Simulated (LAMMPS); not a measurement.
Surface tension of liquid Al over temperature.

Method: classical MD, pair style eam, file Al_jnp.eam; code LAMMPS.

| T (K) | surface tension | excess energy |
|---|---|---|
| 930 | 0.62 ± 0.01 N/m | 0.89 J/m² |
| 1070 | 0.62 ± 0.02 N/m | 0.91 J/m² |
| 1260 | 0.57 ± 0.02 N/m | 0.90 J/m² |

Caution (row 930): this liquid lies under the melting point of about 1050 K that EAM-type Al_jnp.eam gives, so it is undercooled.

Errors shown are sampling errors alone.
